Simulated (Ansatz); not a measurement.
Output of an Ansatz run (abridged):

```
WARN ansatz: RAYON_NUM_THREADS=1 ignored (pool sized by the plan → 1); use --threads N
Pseudopotentials: kind: paw
Pseudopotential: Zr, paw, valence charge 12
Pseudopotential: Al, paw, valence charge 3
Pseudopotential: Zn, paw, valence charge 12
Crystal: 6 atoms, lattice volume = 102.032 Å³
Basis set: ecut = 420 eV, 2013 PW (Γ)
Bands: 29, of which v1, the nominal top of the filled ones, is band 23 counted from 1 (22 counted from 0)
Symmetry: 6 space group operations
Space group: R3m (ITA 160), of the structure as read, at distance tolerance 4.7e-5 Å
k-points: 65 of 512 (time reversal used)
PAW frozen core: Zr, regenerated for the run's functional, and the local potential with it
PAW frozen core: Al, regenerated for the run's functional, and the local potential with it
PAW frozen core: Zn, regenerated for the run's functional, and the local potential with it
Initial density: superposition of atomic densities (neutral atoms: chi_scale 0, normalization atom), corrected by the library's trained network
Initial wavefunctions: pseudopotential atomic-orbital guess
Eigensolver: davidson
Functional: x = slater, c = lda
SCF iter   1: F=—  HF=-12943.032611 eV  |F-HF|=—  |Δ(HF+E_count)|=         —  Δρ=4.73e-3  dr2=2.26e-2  ethr=1.77e-3  ⟨swp⟩=6.5  Hψ=9285  notcnv=0
all-band conjugate gradients solve this SCF's bands
preconditioner: auto → Kerker (q_TF=auto, 2.380 Å⁻¹)
SCF iter   2: F=—  HF=-12943.028472 eV  |F-HF|=—  |Δ(HF+E_count)|=   4.14e-3  Δρ=2.85e-3  dr2=1.01e-2  ethr=5.02e-5  ⟨swp⟩=1.0  Hψ=2405  notcnv=0
SCF iter   3: F=—  HF=-12943.025994 eV  |F-HF|=—  |Δ(HF+E_count)|=   2.48e-3  Δρ=1.02e-3  dr2=8.67e-4  ethr=2.24e-5  ⟨swp⟩=2.0  Hψ=2718  notcnv=0
SCF iter   4: F=—  HF=-12943.025606 eV  |F-HF|=—  |Δ(HF+E_count)|=   3.87e-4  Δρ=4.33e-4  dr2=2.41e-4  ethr=1.93e-6  ⟨swp⟩=2.0  Hψ=2354  notcnv=0
SCF iter   5: F=—  HF=-12943.025566 eV  |F-HF|=—  |Δ(HF+E_count)|=   3.99e-5  Δρ=1.16e-4  dr2=1.69e-5  ethr=5.36e-7  ⟨swp⟩=2.0  Hψ=2676  notcnv=0
SCF iter   6: F=—  HF=-12943.025562 eV  |F-HF|=—  |Δ(HF+E_count)|=   4.22e-6  Δρ=3.35e-5  dr2=1.30e-6  ethr=3.74e-8  ⟨swp⟩=2.3  Hψ=2715  notcnv=0
SCF iter   7: F=—  HF=-12943.025562 eV  |F-HF|=—  |Δ(HF+E_count)|=   4.59e-7  Δρ=7.84e-6  dr2=1.29e-7  ethr=2.89e-9  ⟨swp⟩=2.5  Hψ=3066  notcnv=0
SCF iter   8: F=-12943.025562 eV  HF=-12943.025562 eV  |F-HF|=4.28e-9  |Δ(HF+E_count)|=   3.79e-8  Δρ=1.57e-6  dr2=5.24e-9  ethr=2.22e-10  ⟨swp⟩=8.2  Hψ=7421  notcnv=0
SCF 1 converged in 8 iterations: F = -12943.025562 eV  dr2 = 5.24e-9
SCF converged after 8 iterations
Free energy (F): -12943.025562 eV
Harris-Foulkes:  -12943.025562 eV  (|F-HF|=4.28e-9)
Internal energy: -12943.010644 eV  (E = F + TS)
E sigma→0 (E₀):  -12943.018103 eV
Entropy (-TS):   -0.014917 eV (-2.486 meV/atom)
Fermi energy:    11.450526 eV
--- Per-component energies (eV) ---
  E_band       = -131.626623
  E_kinetic    = 872.155401
  E_local      = -3346.203938  (includes V_loc(G=0)·N_el)
  E_nonlocal   = 811.519538
  E_hartree    = 1313.020937
  E_xc         = -578.721601
  E_vxc        = -527.957692  (∫ρ·V_xc dr)
  E_paw        = -8778.941877  (= ΣΔE_a)
  E_vpaw       = -567.180948  (= ΣTr[D̂ρ^β])
  E_aug_tail   = -0.000337  (compensation charges beyond the density's cutoff)
  E_ewald      = -3238.303859
  E_core_change = 2.465093  (= ΣΔE_core)
  E_smearing   = -0.014917  (= −TS)
  E_closure    = 0.000000  (closes the sum)
  Σ components = -12943.025562   (vs F -12943.025562, Δ=0.00e0)
--- Forces (eV/Å), atoms counted from 1 ---
  atom   1  Zr     0.00000000     0.00000000    -0.43109866
  atom   2  Zr     0.00000000    -0.00000000     0.17947376
  atom   3  Al     0.00870084    -0.00502343     0.07589178
  atom   4  Al     0.00000000     0.01004686     0.07589178
  atom   5  Al    -0.00870084    -0.00502343     0.07589178
  atom   6  Zn    -0.00000000     0.00000000     0.02395099
  max |Σ_I F_I| component: 1.44e-6 eV/Å
--- Stress (GPa, compression-positive) ---
       -3.311097       0.000000      -0.000000
       -0.000000      -3.311097      -0.000000
        0.000000       0.000000      -3.480707
  P = ⅓ Tr σ = -3.3676 GPa (-33.676 kbar)
  The stress holds the Pulay correction. Without it, at fixed plane waves, as pw.x and ABINIT print it: P = -3.4085 GPa
--- Band table (eV; the first three rows and the last of 65) ---
  k-point 0: bands = ["-36.9522", "-36.8591", "-15.1525", "-15.1525", "-15.1456", "-14.8947", "-14.8913", "-14.8913", "1.6737", "3.8581", "3.8581", "3.9644", "4.1310", "4.1310", "7.7980", "8.8023", "8.8023", "8.9958", "9.0533", "9.1314", "9.1314", [...]
  k-point 1: bands = ["-36.9496", "-36.8617", "-15.1574", "-15.1534", "-15.1497", "-14.8936", "-14.8889", "-14.8864", "1.7985", "3.8538", "3.8580", "3.9723", "4.1244", "4.1284", "7.1819", "8.4220", "8.4995", "8.5439", "9.0941", "9.2998", "9.6791", [...]
  k-point 2: bands = ["-36.9425", "-36.8688", "-15.1684", "-15.1633", "-15.1518", "-14.8967", "-14.8775", "-14.8751", "2.1500", "3.8433", "3.8597", "3.9976", "4.1081", "4.1225", "6.1125", "8.0413", "8.1210", "8.2720", "9.2625", "9.5360", "10.2813", [...]
  k-point 64: bands = ["-36.9286", "-36.8828", "-15.1848", "-15.1848", "-15.1627", "-14.8891", "-14.8593", "-14.8593", "3.2330", "3.7760", "3.9201", "3.9201", "4.1245", "4.1245", "4.6720", "7.6261", "7.6261", "8.1190", "9.7412", "9.7412", "10.5425", [...]
```

The structure:

```
CELL_PARAMETERS angstrom
      2.63996     1.52418     4.22622
     -2.63996     1.52418     4.22622
      0.00000    -3.04836     4.22622
ATOMIC_POSITIONS crystal
  Zr 0.62846 0.62846 0.62846
  Zr 0.37549 0.37549 0.37549
  Al 0.00000 0.50000 0.00000
  Al 0.00000 0.00000 0.50000
  Al 0.50000 0.00000 0.00000
  Zn 0.00000 0.00000 0.00000
```

Q: Write an input that gives this output.

A: Other spellings and defaults could give the same log, and not every line can be read from it. The input that was run (DFT, LDA (PW92), plane waves, default PAW files made with PBE):

Ansatz 0.2 input:
```yaml
# Zr2Al3Zn
crystal:
  lattice:
    - [2.639959, 1.524181, 4.226220]
    - [-2.639959, 1.524181, 4.226220]
    - [0.000000, -3.048362, 4.226220]
  atoms:
    - { symbol: Zr, position: [0.628457, 0.628457, 0.628457] }
    - { symbol: Zr, position: [0.375487, 0.375487, 0.375487] }
    - { symbol: Al, position: [0.000000, 0.500000, 0.000000] }
    - { symbol: Al, position: [0.000000, 0.000000, 0.500000] }
    - { symbol: Al, position: [0.500000, 0.000000, 0.000000] }
    - { symbol: Zn, position: [0.000000, 0.000000, 0.000000] }
basis:
  ecutwfc: 420.0
kpoints:
  mp_grid:
    grid: [8, 8, 8]
hamiltonian:
  xc: lda
  pseudopotentials:
    kind: paw
scf:
  occupations:
    method: gaussian
    width: 0.1
output:
  forces: true
  eigenvalues: true
  stress: true
```

The starting cell comes from a database of computed structures (which also holds hypothetical and non-ambient phases and stackings), without a prior relaxation at this level. Its lattice was rescaled by up to half a per cent. One atom was moved a little off its site on purpose. With a pressure of about -3 GPa the cell is away from its equilibrium volume at this level. Ansatz's pressure includes its estimate of the finite-basis (Pulay) stress.

Ansatz is a program for electronic structure.
